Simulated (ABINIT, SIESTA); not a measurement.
An ABINIT input for a self-consistent single point of Al2Cu (I4/mcm, 6 atoms in the cell) (DFT, LDA (PW92), plane waves, PAW (JTH v2.0 LDA PAW)):

```
# Al2Cu, JTH v2.0 LDA PAW
pp_dirpath "./"
pseudos "Al.LDA_PW-JTH.xml, Cu.LDA_PW-JTH.xml"
acell 4.7638274556 4.7638274556 4.7638274556 Angstrom
rprim
        -0.6158543791    0.6158543791    0.4913723307
         0.6158543791   -0.6158543791    0.4913723307
         0.6158543791    0.6158543791   -0.4913723307
natom 6
ntypat 2
znucl 13 29
typat 1 1 1 1 2 2
xcart
         1.7587069702    3.7854168877    4.4234954790
         3.7854168877    1.7587069702    0.0000000000
         1.7587069702    7.3028308280   -0.0000000000
         3.7854168877   -1.7587069702    4.4234954790
         0.0000000000   -0.0000000000    2.2117477395
         0.0000000000   -0.0000000000    6.6352432184
ecut 30
pawecutdg 60
pawxcdev 0
occopt 7
tsmear 0.2 eV
nband 33
kptopt 1
ngkpt 7 7 7
nshiftk 1
shiftk 0 0 0
nstep 80
tolvrs 1.0e-12
prtwf 0
prtden 0
```

Problem. Write the same calculation as an input for SIESTA.

Solution. One input that does it (others would too):

```
# files in the folder: Al.psml Cu.psml (PseudoDojo LDA standard)
SystemName  Al2Cu
SystemLabel Al2Cu

NumberOfAtoms                6
NumberOfSpecies              2
%block ChemicalSpeciesLabel
  1 13 Al
  2 29 Cu
%endblock ChemicalSpeciesLabel
LatticeConstant              1.0 Ang
%block LatticeVectors
    -2.933824000    2.933824000    2.340813000
     2.933824000   -2.933824000    2.340813000
     2.933824000    2.933824000   -2.340813000
%endblock LatticeVectors
AtomicCoordinatesFormat      Ang
%block AtomicCoordinatesAndAtomicSpecies
     0.930667649    2.003156351    2.340813000  1
     2.003156351    0.930667649    0.000000000  1
     0.930667649    3.864491649    0.000000000  1
     2.003156351   -0.930667649    2.340813000  1
     0.000000000    0.000000000    1.170406500  2
    -0.000000000    0.000000000    3.511219500  2
%endblock AtomicCoordinatesAndAtomicSpecies

XC.functional                LDA
XC.authors                   PW92
PAO.BasisSize                DZP
PAO.EnergyShift              0.005 Ry
MeshCutoff                   350 Ry
%block kgrid.MonkhorstPack
    7   0   0  0.0
    0   7   0  0.0
    0   0   7  0.0
%endblock kgrid.MonkhorstPack
OccupationFunction           MP
OccupationMPOrder            0
ElectronicTemperature        2320.9 K

MaxSCFIterations             150
SCF.Mixer.Method             Pulay
SCF.Mixer.Weight             0.25
SCF.Mixer.History            8
SCF.DM.Tolerance             1.0E-05
Diag.ParallelOverK           true
WriteForces                  true
```

Basis settings and potentials, where a program has them, do not carry over. This input uses DFT, LDA PW92, numerical atomic orbitals DZP, PseudoDojo LDA standard norm-conserving potentials (rewritten from UPF to PSML). LDA parametrisations can differ slightly between programs.

The starting cell comes from a database of computed structures (which also holds hypothetical and non-ambient phases and stackings), without a prior relaxation at this level. Its lattice was rescaled by a random factor within 2.5 % of one.
